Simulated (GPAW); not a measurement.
Band structure of Mg (P6_3/mmc, 2 atoms in the cell).

```xyz
2
Lattice="3.2117 0.0000 0.0000 -1.6058 2.7814 0.0000 0.0000 0.0000 5.2055" Properties=species:S:1:pos:R:3 pbc="T T T"
Mg     0.0000     1.8543     1.3014
Mg     1.6058     0.9271     3.9041
```

Level of theory: PBE, GPAW PAW datasets PBE (gpaw-data 1.0.1) (plane waves; GPAW).

Settings: mode = pw; ecut = 850 eV; xc = PBE; kpts = 12 12 7; mesh shift (steps) = 0 0 0; occupations.name = methfessel-paxton; occupations.width = 0.1 eV; occupations.order = 0; nbands = -10; convergence.density = 1e-05 e/electron; symmetry.symmorphic = false; symmetry.tolerance = 0.0005; maxiter = 120; bandpath_npoints = 40.

The starting cell comes from a database of computed structures (which also holds hypothetical and non-ambient phases and stackings), without a prior relaxation at this level. Its lattice was rescaled by a random factor within 2.5 % of one.

Levels in eV from the Fermi level, bands 7 to 14:
```json
[
 {"point": "Γ", "7": "-42.85", "8": "-42.85", "9": "-6.82", "10": "-1.59", "11": "-1.17", "12": "10.91", "13": "10.91", "14": "11.00"},
 {"point": "M", "7": "-42.86", "8": "-42.85", "9": "-2.07", "10": "-2.06", "11": "2.70", "12": "3.08", "13": "3.32", "14": "3.73"},
 {"point": "K", "7": "-42.86", "8": "-42.86", "9": "-0.55", "10": "-0.54", "11": "-0.54", "12": "4.16", "13": "4.16", "14": "4.36"},
 {"point": "A", "7": "-42.85", "8": "-42.85", "9": "-5.43", "10": "-5.43", "11": "5.08", "12": "5.08", "13": "11.66", "14": "11.66"},
 {"point": "L", "7": "-42.85", "8": "-42.85", "9": "-1.03", "10": "-1.03", "11": "-0.39", "12": "-0.39", "13": "8.03", "14": "8.03"},
 {"point": "H", "7": "-42.85", "8": "-42.85", "9": "0.26", "10": "0.26", "11": "0.74", "12": "0.74", "13": "1.57", "14": "1.57"}
]
```

Bands cross the Fermi level along this path, so the cell is metallic at this level.
